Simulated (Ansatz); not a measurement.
Base system: Ag2O (space group Pn-3m, No. 224; a = 4.7067 Å).

All numbers come from Ansatz (a program for electronic structure) PBEsol, no spin-orbit coupling.

Before the change:

```
Property                                    Value
-----------------------------  ------------------
Largest site moment                       0.00 μB
Magnetic state                 not spin-polarised
Shortest interatomic distance             2.038 Å
```

Now apply this change: full substitution Ag → Co, then cell and atoms are relaxed.

Problem. What does the calculation give for the largest site moment after the change?

Solution. The largest site moment goes from zero to 0.87 μB.

Problem. How does this affect the magnetic state?

Solution. The magnetic state changes from not spin-polarised to ferromagnetic.

Problem. Predict the new shortest interatomic distance.

Solution. The shortest interatomic distance decreases by 0.286 Å, from 2.038 Å to 1.752 Å.

Stability against distortions was not tested. As relaxed here, Co2O is a hypothetical phase, not in the database extracts checked. No Hubbard U is applied and the magnetic state is the run's own (Co2O ferromagnetic); small cells can't hold the antiferromagnetic order that many such compounds have, so gaps and moments can be off. Spin-polarised in the final run: Co2O; the other runs are not.
